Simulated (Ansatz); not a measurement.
Consider Cs2GeF6 (space group Fm-3m, No. 225; a = 8.955 Å).

All numbers come from Kohn–Sham DFT with the PBEsol functional, run in Ansatz (an electronic-structure program) with PAW and 420 eV plane waves, no spin-orbit coupling, earlier PAW set.

Before the change:

| Property | Value |
|---|---|
| Width of the top valence band | 0.03 eV |
| Volume per atom | 19.95 Å³ |
| Band gap | 6.33 eV |

One thing is altered: a hydrostatic pressure of 0.7 GPa.

### Question
What does the calculation give for the width of the top valence band, volume per atom and band gap after the change?

### Answer
The width of the top valence band remains 0.03 eV; the volume per atom falls by 0.72 Å³ (19.95 Å³ → 19.23 Å³); the band gap increases by 0.07 eV, from 6.33 eV to 6.40 eV.

Load acts through the strain it causes; cell and atoms are relaxed under it. Stability against distortions was not tested.
